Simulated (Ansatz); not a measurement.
**A self-consistent single point of CaC2 (R3m, 3 atoms in the cell) with Ansatz (a first-principles code)**

Method of the run: PBEsol, default PAW files made with PBE (plane waves; Ansatz).

This input was run:

Ansatz 0.2 input:
```yaml
# CaC2
crystal:
  lattice:
    - [1.93467800, 1.11698700, 3.93410400]
    - [-1.93467800, 1.11698700, 3.93410400]
    - [0.00000000, -2.23397400, 3.93410400]
  atoms:
    - { symbol: Ca, position: [0.00423600, 0.00423600, 0.00423600] }
    - { symbol: C, position: [0.55291300, 0.55291300, 0.55291300] }
    - { symbol: C, position: [0.44708700, 0.44708700, 0.44708700] }
basis:
  ecutwfc: 420.0
kpoints:
  mp_grid: { grid: [8, 8, 8] }
hamiltonian:
  xc: pbesol
  pseudopotentials: { kind: paw }
scf:
  occupations: { method: fermi_dirac, width: 0.05 }
output:
  forces: true
  eigenvalues: true
  stress: true
```

Output (repeated stretches shortened):

```
WARN ansatz: RAYON_NUM_THREADS=1 ignored (pool sized by the plan → 1); use --threads N
Pseudopotentials: kind: paw
Pseudopotential: Ca, paw, valence charge 10
Pseudopotential: C, paw, valence charge 4
Crystal: 3 atoms, lattice volume = 51.010 Å³
Basis set: ecut = 420 eV, 1009 PW (Γ), exchange–correlation on 64×64×64 points (8 copies of the dense FFT grid, shifted against one another)
Bands: 13, of which v1, the nominal top of the filled ones, is band 9 counted from 1 (8 counted from 0)
Symmetry: 6 space group operations
Space group: R3m (ITA 160), of the structure as read, at distance tolerance 3.7e-5 Å
k-points: 65 of 512 (time reversal used)
PAW frozen core: Ca, regenerated for the run's functional, and the local potential with it
PAW frozen core: C, regenerated for the run's functional, and the local potential with it
Initial density: superposition of atomic densities (neutral atoms: chi_scale 0, normalization atom), corrected by the library's trained network
Initial wavefunctions: pseudopotential atomic-orbital guess
Eigensolver: davidson
Functional: x = pbesol(κ = 0.804, μ = 0.12345679012345678), c = pbesol(β = 0.046)
SCF iter   1: F=—  HF=-2286.746499 eV  |F-HF|=—  |Δ(HF+E_count)|=         —  Δρ=6.48e-3  dr2=2.49e-2  ethr=1.77e-3  ⟨swp⟩=6.6  Hψ=5743  notcnv=0
all-band conjugate gradients solve this SCF's bands
preconditioner: auto → none
SCF iter   2: F=—  HF=-2286.739404 eV  |F-HF|=—  |Δ(HF+E_count)|=   7.09e-3  Δρ=1.78e-3  dr2=1.88e-3  ethr=1.38e-4  ⟨swp⟩=2.4  Hψ=1853  notcnv=0
SCF iter   3: F=—  HF=-2286.739515 eV  |F-HF|=—  |Δ(HF+E_count)|=   1.11e-4  Δρ=4.06e-4  dr2=5.37e-5  ethr=1.04e-5  ⟨swp⟩=2.2  Hψ=1186  notcnv=0
SCF iter   4: F=—  HF=-2286.739566 eV  |F-HF|=—  |Δ(HF+E_count)|=   5.02e-5  Δρ=1.82e-4  dr2=3.14e-5  ethr=2.98e-7  ⟨swp⟩=2.5  Hψ=1439  notcnv=0
SCF iter   5: F=—  HF=-2286.739558 eV  |F-HF|=—  |Δ(HF+E_count)|=   7.78e-6  Δρ=3.01e-5  dr2=7.49e-7  ethr=1.74e-7  ⟨swp⟩=2.0  Hψ=1105  notcnv=0
SCF iter   6: F=-2286.739558 eV  HF=-2286.739558 eV  |F-HF|=1.44e-8  |Δ(HF+E_count)|=   1.43e-7  Δρ=6.82e-6  dr2=2.71e-8  ethr=5.56e-10  ⟨swp⟩=6.3  Hψ=4457  notcnv=0
SCF 1 converged in 6 iterations: F = -2286.739558 eV  dr2 = 2.71e-8
SCF converged after 6 iterations
Free energy (F): -2286.739558 eV
Harris-Foulkes:  -2286.739558 eV  (|F-HF|=1.44e-8)
Internal energy: -2286.739558 eV  (E = F + TS)
E sigma→0 (E₀):  -2286.739558 eV
Fermi energy:    5.533262 eV
--- Per-component energies (eV) ---
  E_band       = -163.315830
  E_kinetic    = 449.583807
  E_local      = -1006.577333  (includes V_loc(G=0)·N_el)
  E_nonlocal   = 120.920920
  E_hartree    = 317.988450
  E_xc         = -228.983386
  E_vxc        = -285.865336  (∫ρ·V_xc dr)
  E_paw        = -1026.704024  (= ΣΔE_a)
  E_vpaw       = -77.356169  (= ΣTr[D̂ρ^β])
  E_aug_tail   = 0.000010  (compensation charges beyond the density's cutoff)
  E_ewald      = -913.128996
  E_core_change = 0.160995  (= ΣΔE_core)
  E_smearing   = -0.000000  (= −TS)
  E_closure    = 0.000000  (closes the sum)
  Σ components = -2286.739558   (vs F -2286.739558, Δ=0.00e0)
--- Forces (eV/Å), atoms counted from 1 ---
  atom   1  Ca    -0.00000000     0.00000000    -0.12709064
  atom   2  C     -0.00000000     0.00000000     0.53886884
  atom   3  C      0.00000000    -0.00000000    -0.41180106
  max |Σ_I F_I| component: 2.29e-5 eV/Å
--- Stress (GPa, compression-positive) ---
       -1.936281       0.000000       0.000000
        0.000000      -1.936281      -0.000000
        0.000000      -0.000000      -0.091632
  P = ⅓ Tr σ = -1.3214 GPa (-13.214 kbar)
  The stress holds the Pulay correction. Without it, at fixed plane waves, as pw.x and ABINIT print it: P = -1.5216 GPa
--- Band table (eV; the first three rows and the last of 65) ---
  k-point 0: bands = ["-34.6452", "-15.7973", "-15.6594", "-15.6594", "-8.3001", "1.4071", "1.4619", "3.4183", "3.4183", "7.3439", "7.3439", "8.5000", "9.8028"]
  k-point 1: bands = ["-34.6432", "-15.7955", "-15.6861", "-15.6642", "-8.2429", "1.0863", "1.7049", "3.2261", "3.2924", "7.4978", "7.5562", "8.8135", "9.7789"]
  k-point 2: bands = ["-34.6385", "-15.7931", "-15.7474", "-15.6756", "-8.1036", "0.7228", "1.7694", "2.9691", "3.0196", "7.9074", "8.1321", "9.4252", "9.9925"]
  k-point 64: bands = ["-34.6430", "-15.8613", "-15.6605", "-15.6605", "-8.0228", "-0.8924", "2.7262", "2.7262", "4.2592", "9.8442", "10.0165", "10.1991", "10.1991"]
```

The run converged in 6 iterations.

The starting cell comes from a database of computed structures (which also holds hypothetical and non-ambient phases and stackings), without a prior relaxation at this level. Its lattice was rescaled by up to half a per cent. One atom was moved a little off its site on purpose. Ansatz's pressure includes its estimate of the finite-basis (Pulay) stress.
